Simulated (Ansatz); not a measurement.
**Sn: energy against strain**

Sn (diamond, Fd-3m, 33.925 Å³/atom at rest, cube axes along x, y and z) under a strain ε along a cube axis (axis z), the other axes held. LDA in Ansatz, a plane-wave DFT program (PAW, default set), 420 eV, 16×16×16 Γ-centred mesh, Fermi-Dirac smearing 0.10 eV; ions are relaxed within the symmetry of each cell.

Here s stands for strain and y for E less E0.

| strain (%) | E less E0 (meV/atom) |
|---|---|
| -1.50 | 1.50 |
| -1.00 | 0.64 |
| -0.50 | 0.14 |
| 0.00 | 0.00 |
| 0.50 | 0.21 |
| 1.00 | 0.78 |
| 1.50 | 1.68 |
| 3.00 | ? |

### Question
Using a parabola, estimate the missing y at s = 3.00 from the other rows, showing the fit.

### Answer
Least squares gives y = 0.000 + 0.0636·s + 0.7071·s². Residuals (row less fit): 0.004, -0.003, -0.005, 0.000, 0.001, 0.009, -0.006; standard error 0.007 (degrees of freedom: 4). Twice the quadratic coefficient over the volume, 2 × 0.7071 meV × 10⁴ × 0.1602 / 33.925 Å³, is the elastic constant C11 = 67 ± 0.3 GPa. At the withheld row, y = 0.000 + 0.0636 × 3.0 + 0.7071 × 3.0² = 6.555 meV/atom. The calculation gives 6.38 meV/atom, 0.175 meV/atom below the prediction (2.7 % of the range of y in the table). The row lies outside the fitted rows, so this is an extrapolation. From the scatter of the fitted rows alone, a prediction at this place has a standard error of 0.026 meV/atom, so the miss is 6.7 times that.

One order more, fitted to all 13 runs of the series, follows each within 0.01, so the miss is the next term of a smooth law. This level leaves no gap over 0.05 eV at strain -1.50, -1.00, -0.50, 0.00, 0.50, 1.00, 1.50, 3.00, where the mesh may be coarse. Sn is here grey tin, stable below 13 °C. Rows are the converged runs of the series near zero and its far end; series whose fitted rows scatter by over a few per cent of the range, as at a crossing or softening among them, aren't shown in this form. Most that stay on the fit to the last digits aren't either.
